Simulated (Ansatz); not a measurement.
The starting structures come from a database of crystals and need not be the phases stable at ambient conditions.

Given:

```
BaTiO3
1.0
    4.06300     0.00000     0.00000
    0.00000     5.83969     0.00000
    0.00000     2.91985     2.87534
Ba Ti O
1 1 3
Direct
  0.00000   0.99659   0.00682
  0.50000   0.48150   0.03700
  0.50000   0.02157   0.46978
  0.50000   0.50865   0.46978
  0.00000   0.51180   0.97640
```

Space group of this cell: Amm2. The cell is strained (lengths across the current scaled by 1.02, ions clamped); by r2SCAN its mean pressure is -7.9 GPa.

Transport runs along the normal of the first two printed cell vectors.

The gap is the functional's own, uncorrected, and κ follows it; spin-orbit coupling is left out. Mid-gap values are interpolated between the computed energies.

### Question
Compute, with r2SCAN (Ansatz, a program for electronic structure), the band gap and the smallest decay constant κ at mid-gap.

### Answer
Gap 2.45 eV on a 8×10×10 mesh; κ = 0.342 1/Å, at (0.000, 0.167) of the in-plane reciprocal vectors. At the zone centre, at the nearest computed energy, the slowest state has κ = 0.36 1/Å.
